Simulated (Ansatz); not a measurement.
We consider SnGe (model structure, started from the NiAs type, P6₃/mmc, No. 194, 4 atoms in the cell), described by PBEsol (Ansatz, a first-principles code, PAW).

Numerical settings: plane-wave cutoff 520 eV, 18×18×10 k mesh (along the axes of the cell as run), Fermi–Dirac smearing 0.05 eV, scalar-relativistic PAW data made under PBE.

Cell (relaxed at this level):

```cif
data_Ge2Sn2
_chemical_formula_sum 'Sn2 Ge2'
_space_group_name_H-M_alt 'P 1'
_space_group_IT_number 1
_cell_length_a 3.91922
_cell_length_b 3.91922
_cell_length_c 7.08203
_cell_angle_alpha 90.000
_cell_angle_beta 90.000
_cell_angle_gamma 120.000
loop_
_space_group_symop_operation_xyz
  'x, y, z'
loop_
_atom_site_label
_atom_site_type_symbol
_atom_site_fract_x
_atom_site_fract_y
_atom_site_fract_z
_atom_site_occupancy
Sn1 Sn 0.00000 0.00000 0.00000 1
Sn2 Sn 0.00000 0.00000 0.50000 1
Ge1 Ge 0.33333 0.66667 0.25000 1
Ge2 Ge 0.66667 0.33333 0.75000 1
```

Question: Predict the bulk modulus.

Answer: 
bulk modulus: 58.5 GPa

The run finds no gap.

Note: the bulk modulus is −V dP/dV from two relaxed cells at ±2 % in volume; the relaxation could raise the start's symmetry but not lower it, so the cell can be a saddle point.

Spin–orbit coupling is not included; it can open a gap where bands touch, and shift volumes and moduli.

The computed numbers hold no vibrational or temperature effects.

A model structure was made by putting elements into a prototype or built by hand; it is no filed structure, need not be a known phase, and can be a saddle point held by its symmetry.
